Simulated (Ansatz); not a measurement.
# Fermi-surface data of RuSi (Pm-3m)

Here is the system:

```yaml
crystal:
  lattice:
    - [2.87772, 0.00000, 0.00000]
    - [0.00000, 2.87772, 0.00000]
    - [0.00000, 0.00000, 2.87772]
  atoms:
    - { symbol: Si, position: [0.50000, 0.50000, 0.50000] }
    - { symbol: Ru, position: [0.00000, 0.00000, 0.00000] }
```

All values below come from PBEsol, rigid bands (plane waves, PAW, scalar-relativistic; Ansatz, a quantum-chemistry and plane-wave program). Condition of this run: hydrostatic pressure 10 GPa (the target of the relaxation). How the cell was made: cell and atoms relaxed with PBEsol, then loaded as said.

The density of states at the Fermi level is 0.243 states/(eV·cell), both spins and the bare Sommerfeld coefficient comes out as 0.29 mJ/(mol of atoms·K²). The drude plasma energy comes out as 5.9 eV and the root-mean-square Fermi velocity comes out as 1.1e6 m/s. The resistivity times τ is 14.2 ×10⁻²² Ω·m·s.

A metal at this level (no band gap); rigid bands, thermally averaged at 300 K, both spins. Spin-orbit coupling is left out. τ is one relaxation time for all states.

Computed structure, not matched to a measured one here, so possibly hypothetical: RuSi (Pm-3m).
